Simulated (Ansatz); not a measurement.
The cell is built on a prototype and need not be the phase stable at ambient conditions.

By PBEsol, the system below comes out a metal.

Without scattering a metal conducts by its projected Fermi surface.

Consider the following.

```
CELL_PARAMETERS angstrom
      3.49536     0.00000     0.00000
      0.00000     3.49536     0.00000
      0.00000     0.00000     3.49536
ATOMIC_POSITIONS crystal
  Hf 0.00000 0.00000 0.00000
  Te 0.50000 0.50000 0.50000
```

Space group of this cell: Pm-3m, CsCl type. The cell was relaxed by PBE-D3(BJ).

The current flows along the normal of the first two printed cell vectors. No spin-orbit coupling; the value is a mean over 0.1 eV about the Fermi level.

Task: Estimate the ballistic conductance per area that PBEsol in Ansatz (a first-principles code) returns for this system.

Result: 0.31 × 10¹⁵ S/m² for both spins.
